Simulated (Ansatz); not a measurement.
Point defect Li interstitial in alpha quartz

The numbers are results of PBE, PAW (plane waves to 420 eV; Ansatz, an electronic-structure program), not measurements. A 2×2×2 supercell of 72 sites was used; the energies come from a 2×2×2 Γ-centred sampling of its zone. Site at the start: void with 6O2Si nearest. Charged cells carry a point-charge image correction with potential alignment at far atoms. Dielectric constants: PBE linear response of the host. Host gap at this level: 5.68 eV. Finite-size and sampling errors can reach tenths of an eV here. The semilocal functional narrows the gap, so deep levels can fall outside it. Spin–orbit coupling is left out. Each state is the lowest found from its start.

Formation energies E_f are given with the Fermi level at the valence-band maximum. Chemical conditions: O-rich (Δμ(Li) = -2.82 eV, bounded by Li2O2 (P6_3/mmc); only phases computed here count, gases as isolated molecules at 0 K); Si-rich (Δμ(Li) = -0.68 eV, bounded by Li2O (Fm-3m); only phases computed here count, gases as isolated molecules at 0 K). Reference phases: Li: bcc Li.

The name describes the start; the neighbours show where the added atom ended.

```
charge         moment (μB)  point group  largest move off a lattice site (Å)       neighbours of the added atom at the end (Å)  image correction with alignment (eV)  E_f, O-rich (eV)  E_f, Si-rich (eV)
------  ------------------  -----------  -----------------------------------  ------------------------------------------------  ------------------------------------  ----------------  -----------------
+1      not spin-polarised           C2                                 0.13  O 1.97, O 1.97, O 1.99, O 1.99, Si 2.59, Si 2.62                                  0.46             -1.57              -3.71
0*                quenched           C2                                 0.12  O 1.97, O 1.97, O 1.99, O 1.99, Si 2.60, Si 2.63                                     –                 –                  –
```

* At this level the carrier isn't localised at the defect: at charge 0 electrons occupy the conduction band. Such a state is shallow or no state of the defect, and this cell gives it no level.

Point groups are those of the whole cell at tolerances of 0.03 and 0.1 Å ("near" where only the looser one holds); none is given for unsettled states.

Starting moments that weren't kept: charge 0 began with 1 μB and ended with 0.0.

No other site or start that was run ended lower by more than 0.1 eV.

Flagged in the runs: a host whose relaxation on this sampling wasn't shown to rest, a strain field that reaches the edge of the cell.
